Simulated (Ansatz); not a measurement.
The starting structures come from a database of crystals and need not be the phases stable at ambient conditions.

Inside the gap of an insulator the Bloch states are evanescent, with a wavenumber k + iκ along the transport direction.

Data:

```
CrMgO4
1.0
    4.98641     0.00000     0.00000
   -1.96818     4.58155     0.00000
    0.00000     0.00000     6.33675
Mg Cr O
2 2 8
Cartesian
  0.00000   0.00000   0.00000
  0.00000   0.00000   3.16837
  2.49264   1.64285   4.75256
  0.52560   2.93870   1.58419
  0.93250   1.01206   4.75256
  2.08573   3.56949   1.58419
  0.56183   1.25626   1.58419
  2.45641   3.32529   4.75256
  3.27259   1.12903   6.07029
 -0.25436   3.45252   0.26646
 -0.25436   3.45252   2.90191
  3.27259   1.12903   3.43484
```

Space group of this cell: Cmcm. The cell is taken as given; by r2SCAN its mean pressure is -1.5 GPa.

Transport runs along the normal of the first two printed cell vectors.

The gap is the functional's own. No spin-orbit coupling. Mid-gap values are interpolated on the energy grid.

**Question.** Predict the band gap and the smallest decay constant κ at mid-gap from r2SCAN run with Ansatz (an electronic-structure program).

**Answer.** Gap 2.62 eV on a 8×8×6 mesh; κ = 0.532 1/Å, at (0.500, 0.500) of the in-plane reciprocal vectors. At the zone centre, at the nearest computed energy, the slowest state has κ = 0.59 1/Å.
